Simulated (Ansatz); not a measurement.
# SnSe, response to strain

The reference is SnSe in the GeS type structure (space group Pnma, No. 62; a = 11.536 Å, b = 4.121 Å, c = 4.578 Å; layered, stacked along the Cartesian x axis). Axes: x, y, z lie along a, b, c of the conventional cell.

Strains are applied to the cell and any free atomic positions relax; under stress the whole cell relaxes.

All numbers come from r2SCAN+rVV10 in Ansatz (plane waves to 500 eV, PAW, no spin-orbit coupling).

Candidates:
(a) tensor shear ε_yz = +0.17 %
(b) uniaxial stress, 2 GPa tension along x
(c) uniaxial strain ε_yy = +2.23 %

Notes on the quantities. energy relative to the base: free energy F.

Problem. Order them by energy relative to the base, highest first.

Solution. (b) uniaxial stress, 2 GPa tension along x (+10 meV/atom), (c) uniaxial strain ε_yy = +2.23 % (+3.1 meV/atom), (a) tensor shear ε_yz = +0.17 % (0.0 meV/atom)

Beyond what the load breaks, stability against distortions was not tested.

Ansatz is a program for electronic structure.
